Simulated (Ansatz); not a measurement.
**ZrB2: strain along the normal**

ZrB2 (AlB2 type, P6/mmm, 10.076 Å³/atom at rest, c along z) under an equal strain ε in the (0001) plane with the normal axis free, as in a coherent film. PBEsol in Ansatz, a plane-wave DFT program (PAW, default set), 420 eV, 21×21×17 Γ-centred mesh, Fermi-Dirac smearing 0.10 eV; ions are relaxed within the symmetry of each cell.

Here s stands for strain and y for normal strain.

| strain (%) | normal strain (%) |
|---|---|
| -1.50 | 0.87 |
| -1.00 | 0.57 |
| -0.50 | 0.28 |
| 0.00 | 0.00 |
| 0.50 | -0.28 |
| 1.00 | -0.56 |
| 1.50 | -0.84 |
| 3.00 | ? |

Taking a straight line for y over the 7 complete rows: Means: s 0, y 0.006. About the means, the sum of products is -3.9750 and the sum of squares of s is 7.0000; the slope is their ratio. Least squares gives y = 0.006 - 0.5679·s. Residuals (row less fit): 0.012, -0.004, -0.010, -0.006, -0.002, 0.002, 0.006; standard error 0.008 (degrees of freedom: 5). The slope, -0.57 ± 0.00, is the elastic response of the normal axis, −2C13/C33.

Question: Predict the withheld y at s = 3.00 from the fit, and compare with the calculation.

Answer: y = 0.006 - 0.5679 × 3.0 = -1.698%. The calculation gives -1.66%, 0.038% above the prediction (1.5 % of the range of y in the table). The row lies outside the fitted rows, so this is an extrapolation. From the scatter of the fitted rows alone, a prediction at this place has a standard error of 0.013%, so the miss is 2.9 times that.

One order more, fitted to all 13 runs of the series, follows each within 0.01, so the miss is the next term of a smooth law. In a metal these values are sensitive to mesh and smearing; energies are taken to zero smearing, stresses follow the free energy. Rows are the converged runs of the series near zero and its far end; series whose fitted rows scatter by over a few per cent of the range, as at a crossing or softening among them, aren't shown in this form. Most that stay on the fit to the last digits aren't either.
